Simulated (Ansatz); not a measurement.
Base system: NbAs in the CsCl type structure (space group Pm-3m, No. 221; a = 3.1808 Å; a hypothetical phase, not in the database extracts checked; relaxed with 0.1 eV smearing). Axes: x, y, z lie along the cube axes.

Method: plane-wave PAW DFT at the PBEsol level (Ansatz, a first-principles code, 420 eV), scalar-relativistic without spin-orbit coupling.

One thing is altered: the cell is scaled by 1.0115 in all directions; the atoms relax in the strained cell.

Question: Predict the stress tensor and what it implies for the stiffness.

Answer: Stress of the strained cell less that of the base (GPa, compression positive):
```
   -5.8     0.0     0.0
    0.0    -5.8     0.0
    0.0     0.0    -5.8
```

Then B = −ΔP/(ΔV/V₀) with ΔV/V₀ = 0.0349 gives secant stiffness values (nonlinear terms included at this strain): B ≈ 166 GPa.

As a check, the harmonic strain energy −½ V₀ Δσ:ε is 10 meV/atom; the computed energy rise is 10 meV/atom.

Stability against distortions was not tested. The final runs are not spin-polarised.
